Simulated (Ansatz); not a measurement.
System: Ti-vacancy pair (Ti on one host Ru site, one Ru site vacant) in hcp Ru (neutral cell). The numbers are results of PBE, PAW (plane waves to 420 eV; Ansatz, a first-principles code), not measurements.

Settings: 36 host sites, the relaxed PBE lattice, a 2×2×2 k-point mesh shifted by half a step along c, smearing 0.10 eV, spin-restricted, no image-charge correction. No zero-point or tunnelling terms. Forms of the defect that were not tried may lie lower. The start lies 0.036 eV above the lowest site run (PBE).

Barriers: single points on a 4×4×4 k-point mesh shifted by half a step along c at the bands' geometries (they differ from the bands' own by up to 0.14 eV, and are uncertain by about as much).

The step: direct exchange of Ti with the vacancy (Ti-vacancy distance between ideal sites 2.72 Å throughout). Atoms about the jump, Cartesian Å from the middle of the jump, before and after:

```
atom     x0     y0     z0     x1     y1     z1
----  -----  -----  -----  -----  -----  -----
Ti1    1.29   0.00   0.00  -1.29   0.00   0.00
Ru2    0.00   2.44   0.00   0.00   2.44   0.00
Ru3   -0.02  -0.77  -2.18   0.02  -0.77  -2.18
Ru4   -0.02  -0.77   2.18   0.02  -0.77   2.18
Ru5    0.00  -2.37   0.00   0.00  -2.37   0.00
Ru6   -1.34   1.57   2.12  -1.34   1.60   2.17
Ru7    1.34   1.60  -2.17   1.34   1.57  -2.13
Ru8    1.34   1.60   2.17   1.34   1.57   2.12
Ru9   -1.34   1.57  -2.13  -1.34   1.60  -2.17
Ru10   2.73   2.37   0.00   2.72   2.38   0.00
Ru11  -2.72   2.38   0.00  -2.73   2.37   0.00
Ru12   2.72  -0.75  -2.16   2.69  -0.75  -2.13
Ru13  -2.69  -0.75  -2.13  -2.72  -0.75  -2.16
Ru14   2.72  -0.75   2.16   2.69  -0.75   2.13
Ru15  -2.69  -0.75   2.13  -2.72  -0.75   2.16
Ru16   2.72  -2.33   0.00   2.72  -2.34   0.00
Ru17  -2.72  -2.34   0.00  -2.72  -2.33   0.00
```

### Question
Give the saddle-point geometry and the barrier.

### Answer

```json
[
 {"atom": "Ti1", "x": "0.00", "y": "0.13", "z": "0.00"},
 {"atom": "Ru2", "x": "0.00", "y": "2.56", "z": "0.00"},
 {"atom": "Ru3", "x": "-0.01", "y": "-0.83", "z": "-2.26"},
 {"atom": "Ru4", "x": "0.00", "y": "-0.83", "z": "2.26"},
 {"atom": "Ru5", "x": "0.00", "y": "-2.46", "z": "0.00"},
 {"atom": "Ru6", "x": "-1.33", "y": "1.58", "z": "2.15"},
 {"atom": "Ru7", "x": "1.32", "y": "1.58", "z": "-2.15"},
 {"atom": "Ru8", "x": "1.32", "y": "1.58", "z": "2.15"},
 {"atom": "Ru9", "x": "-1.33", "y": "1.58", "z": "-2.15"},
 {"atom": "Ru10", "x": "2.70", "y": "2.34", "z": "0.00"},
 {"atom": "Ru11", "x": "-2.71", "y": "2.34", "z": "0.00"},
 {"atom": "Ru12", "x": "2.68", "y": "-0.73", "z": "-2.12"},
 {"atom": "Ru13", "x": "-2.69", "y": "-0.73", "z": "-2.12"},
 {"atom": "Ru14", "x": "2.68", "y": "-0.73", "z": "2.12"},
 {"atom": "Ru15", "x": "-2.69", "y": "-0.73", "z": "2.12"},
 {"atom": "Ru16", "x": "2.68", "y": "-2.29", "z": "0.00"},
 {"atom": "Ru17", "x": "-2.69", "y": "-2.29", "z": "0.00"}
]
```
It lies 1.03 eV above the start and 1.03 eV above the end. The program found a first-order saddle point.
